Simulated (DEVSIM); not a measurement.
Structure: abrupt Si n-p junction, at 300 K.

```tsv
layer (left to right)	material	thickness (μm)	Nd (cm⁻³)	Na (cm⁻³)	τn (s)	τp (s)
1	Si	1.80	2.5e17	-	4.6e-5	4.6e-5
2	Si	0.720	-	3.4e14	4.6e-5	4.6e-5
```

Left contact: ohmic. Right contact: ohmic. Voltage is applied to the left contact. Recombination: SRH at mid-gap, radiative, Auger. Mobility is μmin + (μ − μmin)/(1 + (N/Nref)^α).

The device is made up for the run: typed textbook-type constants, with dimensions and the other settings drawn at random. Values at 300 K.

| parameter | Si |
|---|---|
| gap (eV) | 1.124 |
| affinity (eV) | 4.05 |
| permittivity | 11.7 |
| Nc (cm⁻³) | 2.86e19 |
| Nv (cm⁻³) | 3.1e19 |
| μn (cm²/Vs) | 1417 |
| μp (cm²/Vs) | 470 |
| μn,min | 52 |
| μp,min | 45 |
| Nref,n | 9.7e16 |
| Nref,p | 2.2e17 |
| αn | 0.68 |
| αp | 0.72 |
| B (cm³/s) | 4.7e-15 |
| Cn (cm⁶/s) | 2.8e-31 |
| Cp (cm⁶/s) | 9.9e-32 |

DEVSIM, 1D drift-diffusion, Boltzmann statistics, complete ionisation; no tunnelling, impact ionisation, image-force lowering or self-heating.

### Question
Tabulate band edges, carrier densities and field at 5.0 V on the left contact.

### Answer
Energies count from the Fermi level of the right contact; mesh points crowd at the junctions.

| x (μm) | Ec (eV) | Ev (eV) | n (cm⁻³) | p (cm⁻³) | field (V/cm) |
|---|---|---|---|---|---|
| 0.000 | -4.878 | -6.002 | 2.5e17 | 460 | ≈ 0 |
| 0.01836 | -4.878 | -6.002 | 2.5e17 | 460 | ≈ 0 |
| 0.05340 | -4.878 | -6.002 | 2.5e17 | 450 | ≈ 0 |
| 0.1115 | -4.878 | -6.002 | 2.5e17 | 440 | ≈ 0 |
| 0.2648 | -4.878 | -6.002 | 2.5e17 | 400 | ≈ 0 |
| 0.4801 | -4.878 | -6.002 | 2.5e17 | 340 | ≈ 0 |
| 0.8555 | -4.878 | -6.002 | 2.5e17 | 240 | ≈ 0 |
| 1.354 | -4.878 | -6.002 | 2.5e17 | 110 | ≈ 0 |
| 1.565 | -4.878 | -6.002 | 2.5e17 | < 1e2 | ≈ 0 |
| 1.676 | -4.878 | -6.002 | 2.5e17 | < 1e2 | ≈ 0 |
| 1.739 | -4.877 | -6.001 | 2.5e17 | < 1e2 | 160 |
| 1.784 | -4.850 | -5.974 | 8.7e16 | < 1e2 | 28000 |
| 1.801 | -4.761 | -5.885 | 2.7e15 | < 1e2 | 80000 |
| 1.822 | -4.597 | -5.721 | 4.8e12 | < 1e2 | 80000 |
| 1.872 | -4.198 | -5.322 | 1300000 | < 1e2 | 79000 |
| 1.940 | -3.655 | -4.779 | 330000 | < 1e2 | 79000 |
| 2.058 | -2.735 | -3.859 | 330000 | < 1e2 | 78000 |
| 2.227 | -1.418 | -2.542 | 340000 | 130 | 77000 |
| 2.391 | -0.154 | -1.278 | 340000 | 180 | 77000 |
| 2.458 | 0.360 | -0.764 | 340000 | 4500000 | 76000 |
| 2.494 | 0.635 | -0.489 | 340000 | 1.9e11 | 76000 |
| 2.520 | 0.829 | -0.295 | 340000 | 3.4e14 | 76000 |
